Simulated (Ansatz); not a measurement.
Data:

```
CELL_PARAMETERS angstrom
      0.00000     2.47578     2.47578
      2.47578     0.00000     2.47578
      2.47578     2.47578     0.00000
ATOMIC_POSITIONS crystal
  Ca 0.00000 0.00000 0.00000
  O  0.50000 0.50000 0.50000
```

No spin polarisation.

Computed with Ansatz (a program for electronic structure), PBE, PAW, cutoff 420 eV, no SOC. Γ-centred 12×12×12 mesh, Fermi–Dirac width 0.05 eV.

Task: Estimate the electron mass.

Result: 1.5 mₑ along k, 0.47 mₑ across (at X).

Task: What band gap does the calculation give?

Result: 3.66 eV.

The cells carry an imposed strain or load. Masses are band curvatures over ±0.01 Å⁻¹ around the edge. Along k means along the line from Γ to the band edge. No phonon test of stability was made. The cell was made from CaO in the rock salt structure (space group Fm-3m, No. 225) by this change: isotropic strain +2.50 %.
